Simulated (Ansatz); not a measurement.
Electronic density of states of amorphous Zr20O45P2, density 4.96 g/cm³, on a 2×2×2 Γ-centred mesh with a Gaussian width of 0.1 eV; energies count from the Fermi level, whose place inside the gap is arbitrary. Cell and mesh are small, so fine structure isn't converged. These are PBE, scalar-relativistic without spin-orbit coupling (plane waves to 420 eV, PAW; Ansatz, an electronic-structure program) values and carry that method's errors. Sampling: a 2×2×2 Γ-centred mesh; Fermi-Dirac width 0.02 eV; no spin polarisation. At PBE the levels at the filled edge of the gap are localised (band-tail or defect states).

The cell was made by melting and quenching with the CHGNet potential and then relaxed with DFT. O atoms were pushed apart under 1.9 Å during the dynamics, to hinder bonds among them. The hot cell started wider than the set density and was brought back towards it in steps. It is the lowest in DFT energy of 2 quenches. It is a model cell: composition and starting density were chosen by hand, and all elements were melted together. No dispersion term was used. Its density started from a set value of 4.96 and ended at 4.96 g/cm³. The simulated quench (nominally 300 K/ps over its main leg) is rapid and tends to freeze in more defects than a deposited or slowly cooled glass has. A cell of this size samples the disorder only roughly. The volume was held where the preparation left it and the shape relaxed, at a PBE pressure of -1.6 GPa (tension). Stress components on the final sampling reach 1.6 GPa.

(E - EF (eV), states/(eV atom)): (-12.00, 0.00); (-11.90, 0.00); (-11.80, 0.00); (-11.70, 0.00); (-11.60, 0.00); (-11.50, 0.00); (-11.40, 0.00); (-11.30, 0.00); (-11.20, 0.00); (-11.10, 0.00); (-11.00, 0.00); (-10.90, 0.00); (-10.80, 0.00); (-10.70, 0.00); (-10.60, 0.00); (-10.50, 0.00); (-10.40, 0.00); (-10.30, 0.00); (-10.20, 0.00); (-10.10, 0.00); (-10.00, 0.06); (-9.90, 0.15); (-9.80, 0.08); (-9.70, 0.01); (-9.60, 0.05); (-9.50, 0.15); (-9.40, 0.08); (-9.30, 0.01); (-9.20, 0.00); (-9.10, 0.00); (-9.00, 0.00); (-8.90, 0.00); (-8.80, 0.00); (-8.70, 0.00); (-8.60, 0.00); (-8.50, 0.00); (-8.40, 0.00); (-8.30, 0.00); (-8.20, 0.00); (-8.10, 0.00); (-8.00, 0.04); (-7.90, 0.12); (-7.80, 0.11); (-7.70, 0.03); (-7.60, 0.03); (-7.50, 0.14); (-7.40, 0.24); (-7.30, 0.35); (-7.20, 0.33); (-7.10, 0.14); (-7.00, 0.12); (-6.90, 0.12); (-6.80, 0.03); (-6.70, 0.00); (-6.60, 0.00); (-6.50, 0.02); (-6.40, 0.16); (-6.30, 0.38); (-6.20, 0.51); (-6.10, 0.63); (-6.00, 0.73); (-5.90, 0.81); (-5.80, 0.76); (-5.70, 0.79); (-5.60, 0.91); (-5.50, 0.91); (-5.40, 0.91); (-5.30, 0.85); (-5.20, 0.83); (-5.10, 0.89); (-5.00, 0.84); (-4.90, 0.83); (-4.80, 0.87); (-4.70, 0.84); (-4.60, 0.83); (-4.50, 0.80); (-4.40, 0.80); (-4.30, 0.83); (-4.20, 0.85); (-4.10, 0.85); (-4.00, 0.84); (-3.90, 0.90); (-3.80, 0.90); (-3.70, 0.86); (-3.60, 0.85); (-3.50, 0.84); (-3.40, 0.88); (-3.30, 0.93); (-3.20, 0.97); (-3.10, 0.95); (-3.00, 0.94); (-2.90, 1.00); (-2.80, 1.03); (-2.70, 1.02); (-2.60, 1.03); (-2.50, 1.00); (-2.40, 1.00); (-2.30, 0.97); (-2.20, 0.85); (-2.10, 0.72); (-2.00, 0.53); (-1.90, 0.34); (-1.80, 0.14); (-1.70, 0.02); (-1.60, 0.00); (-1.50, 0.00); (-1.40, 0.00); (-1.30, 0.00); (-1.20, 0.00); (-1.10, 0.00); (-1.00, 0.00); (-0.90, 0.00); (-0.80, 0.00); (-0.70, 0.00); (-0.60, 0.00); (-0.50, 0.00); (-0.40, 0.00); (-0.30, 0.00); (-0.20, 0.00); (-0.10, 0.00); (0.00, 0.00); (0.10, 0.00); (0.20, 0.00); (0.30, 0.00); (0.40, 0.00); (0.50, 0.00); (0.60, 0.00); (0.70, 0.00); (0.80, 0.00); (0.90, 0.00); (1.00, 0.00); (1.10, 0.00); (1.20, 0.00); (1.30, 0.00); (1.40, 0.00); (1.50, 0.00); (1.60, 0.00); (1.70, 0.02); (1.80, 0.11); (1.90, 0.23); (2.00, 0.34); (2.10, 0.40); (2.20, 0.46); (2.30, 0.56); (2.40, 0.66); (2.50, 0.65); (2.60, 0.67); (2.70, 0.70); (2.80, 0.71); (2.90, 0.68); (3.00, 0.69); (3.10, 0.74); (3.20, 0.76); (3.30, 0.77); (3.40, 0.75); (3.50, 0.76)

The level gap on this mesh is 3.66 eV; the broadening fills part of it in the curve.
